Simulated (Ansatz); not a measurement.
Equilibrium lattice constant a of CdS (model structure, started from the NiAs type, P6₃/mmc, No. 194, 4 atoms in the cell) at several levels of theory

No measured value is used here.

```
level (code)         value (Å)
-------------------  ---------
PBE (Ansatz)             3.877
PBEsol (Ansatz)              ?
PBE-D3(BJ) (Ansatz)      3.819
```

### Question
What belongs in the gaps?

### Answer

- PBEsol (Ansatz, a quantum-chemistry and plane-wave program), value (Å): 3.809

Ansatz's density-functional and Hartree–Fock values are scalar-relativistic unless marked +SOC, with PAW data made under PBE.

A model structure was made by putting elements into a prototype or built by hand; it is no filed structure, need not be a known phase, and can be a saddle point held by its symmetry.
